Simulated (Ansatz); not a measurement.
# Hypothetical P6_3/mmc GeS2: pressure 3 GPa

Start from GeS2 in the 2H-MoS2 type structure (space group P6_3/mmc, No. 194; a = 3.4275 Å, c = 10.6216 Å; a hypothetical phase, not in the database extracts checked; layered, stacked along the Cartesian z axis).

One thing is altered: a hydrostatic pressure of 3 GPa.

The values are results of Ansatz (an electronic-structure program) PBE-D3(BJ), no spin-orbit coupling, earlier PAW set, not measurements. Γ-centred 16×16×5 mesh, Fermi–Dirac width 0.05 eV.

The volume per atom drops by 0.71 Å³ (18.01 Å³ → 17.30 Å³) and the density goes up by 0.172 g/cm³ to 4.38 g/cm³. The lattice parameter a drops by 0.041 Å, from 3.428 Å to 3.387 Å and the c/a ratio decreases by 0.013 to 3.086. The enthalpy H = E + PV relative to the base's energy is +0.33 eV/atom and the band gap is still zero.

Load acts through the strain it causes; cell and atoms are relaxed under it. No phonon test of stability was made. All final runs are without spin polarisation.
